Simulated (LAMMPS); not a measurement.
MD from the melt across the composition of Au (fcc) with a share x of Au sites Ni; each row has its own temperature.

Level of theory: classical MD, pair style eam, the elements' _u3.eam files (universal-3 set of Foiles, Baskes and Daw); code LAMMPS.

| x | volume | state | enthalpy | self-diffusion coefficient of Au (not corrected for cell size) | T (K) |
|---|---|---|---|---|---|
| 0.25 | 17.205 ± 0.001 Å³/atom | liquid | -3.5892 ± 0.0002 eV/atom | (2.71 ± 0.05) × 10^-5 cm²/s | 1360 |
| 0.5 | 15.7708 ± 0.0010 Å³/atom | liquid | -3.6841 ± 0.0002 eV/atom | (3.17 ± 0.05) × 10^-5 cm²/s | 1460 |
| 0.75 | 14.284 ± 0.001 Å³/atom | liquid | -3.7556 ± 0.0002 eV/atom | (3.17 ± 0.09) × 10^-5 cm²/s | 1550 |

Caution: a run this short can hold a crystal over, or a liquid under, the potential's own melting point, which these runs don't give.

States go by the mean squared displacement: a species diffuses where it passes 1.5 Å², still rises and gives D over 1e-6 cm²/s; a crystal has left its structure where atoms lie 0.35 Å off their sites on average or a cubic box changes its shape by 3 %, or the axial ratios of another lie 8 % off the starting cell's, which the potential's own relaxation can also do.

Errors of D are the spread over four groups of atoms in one short run; a floor of about 5 %, a picked value, is safer.

Uncertainties are statistical and leave out the potential's own error.
